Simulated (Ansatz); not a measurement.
Data:

```
CELL_PARAMETERS angstrom
     -2.99061     2.99061     5.64915
      2.99061    -2.99061     5.64915
      2.99061     2.99061    -5.64915
ATOMIC_POSITIONS crystal
  Cd 0.75000 0.25000 0.50000
  Cd 0.00000 0.00000 0.00000
  Ge 0.25000 0.75000 0.50000
  Ge 0.50000 0.50000 0.00000
  As 0.15216 0.12500 0.52716
  As 0.59784 0.62500 0.47284
  As 0.37500 0.84784 0.97284
  As 0.87500 0.40216 0.02716
```

No spin polarisation.

0.606 holes added to each cell, a density of 3.0×10^21 cm⁻³, with a uniform compensating background at fixed cell and a 300 K Fermi–Dirac width.

The values are results of r2SCAN (Ansatz, an electronic-structure program), without spin-orbit coupling, not measurements. Γ-centred 11×11×11 mesh, Fermi–Dirac width 0.0259 eV.

### Question
Predict the gap character and gap between the host's bands.

### Answer
The gap character is direct at Γ and the gap between the host's bands is 0.11 eV.

Charged cell with a jellium background: band edges are those of the host's band count, energies are not comparable with the neutral cell, and many-body gap narrowing is missing. Stability against distortions was not tested. The cell was made from CdGeAs2 in the chalcopyrite structure (space group I-42d, No. 122) by this change: holes 3.0×10^21 cm⁻³.
